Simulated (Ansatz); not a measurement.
Structure of amorphous Ti20O43In2 (periodic cell):

```xyz
65
Lattice="9.6749 -0.1337 -0.0635 -0.1337 8.9712 0.2802 -0.0635 0.2802 9.2894" Properties=species:S:1:pos:R:3 pbc="T T T"
Ti     3.3654     8.0886     7.7447
Ti     1.7933     8.3967     5.2156
Ti     8.6230     5.6323     4.0120
Ti     4.4771     6.5857     1.1338
Ti    -0.1507     8.9805     2.9471
Ti    -0.1030     4.3272     8.7467
Ti     4.1349     0.3756     2.9033
Ti     4.3184     6.6067     4.7550
Ti     9.3047     7.3207     6.9686
Ti     3.6797     1.8344     5.9910
Ti    -0.0335     1.7136     5.8624
Ti     1.6485     4.6633     5.7407
Ti     7.1643     8.5230     4.7343
Ti     6.1875     6.6999     7.7040
Ti     1.1687     3.3034     2.0915
Ti     8.0433     2.8140     3.3435
Ti     5.2557     1.2880     8.7545
Ti     6.2334     3.9692     0.7514
Ti     8.9066     1.2278     8.7762
Ti     3.7559     3.6854     3.1248
O      0.0364     7.0009     2.9370
O      0.0651     8.8398     1.0633
O      7.8833     1.5258     4.9590
O      9.0534     4.2265     2.7147
O      7.8329     4.1884     9.3338
O      5.2253     3.1122     9.0208
O      1.0716     4.7472     0.8474
O      2.1498     8.9188     3.4264
O      3.1225     3.5361     6.0612
O      9.4601     0.2891     7.2913
O      7.1288     1.0580     8.9512
O      5.4604     1.8336     6.7304
O      3.5190     8.7606     5.8417
O      6.6122     5.1237     7.1391
O      4.7060     0.6582     1.2728
O      5.4444     8.6884     4.3922
O      1.5418     7.7156     7.1220
O      0.3873     2.4571     0.3586
O      7.3749     7.7711     6.6254
O      7.9044     0.0975     2.7222
O      2.5001     6.4596     5.0026
O      4.7025     4.9757     4.3609
O      2.8299     2.6210     1.8685
O      9.5218     5.9751     5.5849
O      4.4543     4.7862     1.6739
O      7.2313     6.7519     4.0967
O      2.1044     4.3057     3.5076
O      1.7750     1.2706     5.6386
O      0.1329     1.9359     2.9581
O      5.0087     8.1663     8.8138
O      1.1953     4.7372     7.4521
O     -0.1434     8.7461     5.0684
O      3.4520     0.9422     7.8290
O      9.1139     6.4737     8.5184
O      6.5690     2.9539     2.2968
O      6.1380     5.8945     0.3213
O      4.5627     6.7544     6.7680
O      4.2193     7.2624     2.8285
O      0.3969     3.4140     5.2755
O      8.8109     2.6895     7.3522
O      4.1909     2.0004     4.0422
O      2.8542     6.9519     0.2415
O      7.5105     4.1003     4.6032
In     6.9311     3.2234     6.4128
In     0.8287     6.8164     0.9604
```

These are PBE, scalar-relativistic without spin-orbit coupling (plane waves to 420 eV, PAW; Ansatz, a program for electronic structure) values and carry that method's errors.

A CHGNet melt-quench gave the starting glass, which DFT then relaxed. O atoms were pushed apart under 1.9 Å during the dynamics, to hinder bonds among them. The hot cell started wider than the set density and was brought back towards it in steps. It is the lowest in DFT energy of 2 quenches. It is a model cell: composition and starting density were chosen by hand, and all elements were melted together. No dispersion term was used. Its density started from a set value of 3.87 and ended at 3.87 g/cm³. The simulated quench (nominally 240 K/ps over its main leg) is rapid and tends to freeze in more defects than a deposited or slowly cooled glass has. One small periodic cell is one sample of the glass; other quenches scatter about these values. The volume was held where the preparation left it and the shape relaxed, at a PBE pressure of 1.1 GPa. Stress components on the final sampling reach 1.1 GPa.

Cut-offs for bonds: Ti-Ti 3.12 Å, Ti-O 2.56 Å, Ti-In 3.12 Å, O-O 1.58 Å, O-In 2.50 Å, In-In 3.12 Å. Two cations that share two anions don't count as bonded, nor two that share one unless they lie closer than Ti-Ti 3.04 Å, Ti-In 3.04 Å, In-In 3.04 Å.

Task: Give the coordination numbers, mean bond lengths and angles.

Result: 
```yaml
Mean coordination of Ti by anions: 5.60 (8 with 5, 12 with 6)
Mean coordination of O: 2.84 (13 with 2, 25 with 3, 4 with 4, 1 with 5)
Mean coordination of In by anions: 5.00 (2 with 5)
Mean Ti-O bond: 1.980 Å (spread 0.156 Å, 112 counted)
Mean O-In bond: 2.153 Å (spread 0.103 Å, 10 counted)
Bond angle at Ti: mean 104.5°, spread 28.5°
Bond angle at O: mean 117.0°, spread 20.6°
Bond angle at In: mean 105.2°, spread 25.4°
```

Task: List the pairs of like atoms that count as bonded by the rules above.

Result: There are none by these rules.
